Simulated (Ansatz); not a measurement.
These are PBE (plane waves to 420 eV, PAW; Ansatz, an electronic-structure program) values and carry that method's errors.

Electrostatic potential energy of an electron, averaged over planes parallel to the surface, in eV from the Fermi level, for the (100) surface of rock-salt TiN, half the N sites of the top plane empty, c(2x2) (bottom of the slab: a bare face, its two planes held):

(z (Å), V (eV)): (3.94, 2.49); (4.22, 2.48); (4.50, 2.48); (4.78, 2.47); (5.06, 2.45); (5.34, 2.43); (5.62, 2.38); (5.91, 2.31); (6.19, 2.16); (6.47, 1.89); (6.75, 1.36); (7.03, 0.28); (7.31, -2.21); (7.59, -7.68); (7.88, -14.87); (8.16, -18.71); (8.44, -16.47); (8.72, -9.83); (9.00, -4.01); (9.28, -2.29); (9.56, -4.92); (9.84, -11.44); (10.12, -17.68); (10.41, -18.79); (10.69, -13.97); (10.97, -6.96); (11.25, -2.95); (11.53, -3.26); (11.81, -7.70); (12.09, -14.62); (12.38, -18.88); (12.66, -17.15); (12.94, -10.60); (13.22, -4.29); (13.50, -2.10); (13.78, -4.07); (14.06, -10.48); (14.34, -17.15); (14.62, -18.87); (14.91, -14.60); (15.19, -7.87); (15.47, -3.57); (15.75, -3.44); (16.03, -7.48); (16.31, -14.21); (16.59, -18.77); (16.88, -17.34); (17.16, -10.76); (17.44, -4.32); (17.72, -2.57); (18.00, -5.11); (18.28, -8.95); (18.56, -12.50); (18.84, -13.69); (19.12, -10.91); (19.41, -5.12); (19.69, -0.38); (19.97, 1.52); (20.25, 2.46); (20.53, 2.94); (20.81, 3.19); (21.09, 3.31); (21.38, 3.38); (21.66, 3.41); (21.94, 3.43); (22.22, 3.44); (22.50, 3.44); (22.78, 3.44); (23.06, 3.44); (23.34, 3.44)

Set-up: 23 atoms, 10.6 Å thick at the start with caps and adatoms (thin: gaps and levels are the slab's own); mesh 9x9x1; 0.1 eV smearing; dipole correction on; 8 atoms held, the rest relaxed; symmetry of the start imposed; no spin, no spin-orbit, no U. It is one candidate, not shown to be the stable structure of the face.

Problem. The surface cell has an area of 18.04 Å². What dipole along the normal does the step between the two vacuum levels imply?

Solution. the top vacuum level lies 0.95 eV above the bottom one; p = −ε₀ A ΔV (ε₀ = 0.005526 e/(V·Å)) gives -0.10 e·Å a cell.
